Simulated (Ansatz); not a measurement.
Take Ti in the hcp (Mg type) structure (space group P6_3/mmc, No. 194; relaxed with 0.1 eV smearing) as the base.

```yaml
crystal:
  lattice:
    - [2.86439, 0.00000, 0.00000]
    - [-1.43219, 2.48063, 0.00000]
    - [0.00000, 0.00000, 4.53728]
  atoms:
    - { symbol: Ti, position: [0.66667, 0.33333, 0.75000] }
    - { symbol: Ti, position: [0.33333, 0.66667, 0.25000] }
```

Cartesian axes are those of the cell as printed.

All numbers come from LDA (Ansatz, a program for electronic structure), scalar-relativistic without spin-orbit coupling.

Modification: the cell is compressed by 1.00 % along z with no lateral relaxation; the atoms relax in the strained cell.

Question: Predict the stress tensor and what it implies for the stiffness.

Answer: Stress of the strained cell less that of the base (GPa, compression positive):
```
    0.9     0.0     0.0
    0.0     0.9     0.0
    0.0     0.0     2.1
```

Then −Δσ_ii/ε with ε = -0.0100 gives relaxed-ion elastic constants: C33 ≈ 209 GPa, C13 ≈ 94 GPa and C23 ≈ 94 GPa.

Whether these cells are dynamically stable was not tested. All final runs are without spin polarisation.
